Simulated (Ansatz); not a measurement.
Start from GaSb in the zinc blende structure (space group F-43m, No. 216; a = 6.2134 Å).

Method: PBE/PAW in Ansatz (a quantum-chemistry and plane-wave program), no SOC.

Strains are applied to the cell and any free atomic positions relax.

One change was made to it. Results:

The pressure goes from zero to -1.2 GPa; the band gap is still zero; the energy grows by 3.6 meV/atom.

### Question
Name the change that was made.
A) isotropic strain −1.50 %
B) isotropic strain +1.00 %
C) isotropic strain +3.00 %
D) isotropic strain +0.50 %

### Answer
B, isotropic strain +1.00 %. For comparison, the energy relative to the base in the other runs: isotropic strain +0.50 % gives +0.9 meV/atom; isotropic strain −1.50 % gives +9.1 meV/atom; isotropic strain +3.00 % gives +30 meV/atom.

Spin-orbit coupling, missing from the scalar runs, can matter with Sb. No phonon test of stability was made. The final runs are not spin-polarised. Gaps under 0.05 eV, about the width of the smearing, are given as zero. The zero or small gap of GaSb can change with the level of theory.
